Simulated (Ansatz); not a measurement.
BeAlNO (model structure, started from the AlSiCN type, P3m1, No. 156, 4 atoms in the cell), treated with LDA (PAW; Ansatz, a quantum-chemistry and plane-wave program).

Numerical settings: plane-wave cutoff 520 eV, 12×12×8 k mesh (along the axes of the cell as run), Fermi–Dirac smearing 0.01 eV, scalar-relativistic PAW data made under PBE.

Cell (relaxed at this level):

```yaml
crystal:
  lattice:
    - [2.95781, 0.00000, 0.00000]
    - [-1.47890, 2.56154, 0.00000]
    - [0.00000, 0.00000, 4.60988]
  atoms:
    - { symbol: Al, position: [0.33333, 0.66667, 0.51123] }
    - { symbol: Be, position: [0.66667, 0.33333, 0.99191] }
    - { symbol: O, position: [0.33333, 0.66667, 0.11282] }
    - { symbol: N, position: [0.66667, 0.33333, 0.63403] }
```

Problem. Estimate the band gap that the calculation returns.

Solution. 
- band gap: 4.64 eV (direct)

Note: the relaxation could raise the start's symmetry but not lower it, so the cell can be a saddle point.

Computing time: roughly 10 core-seconds.

A model structure was made by putting elements into a prototype or built by hand; it is no filed structure, need not be a known phase, and can be a saddle point held by its symmetry.
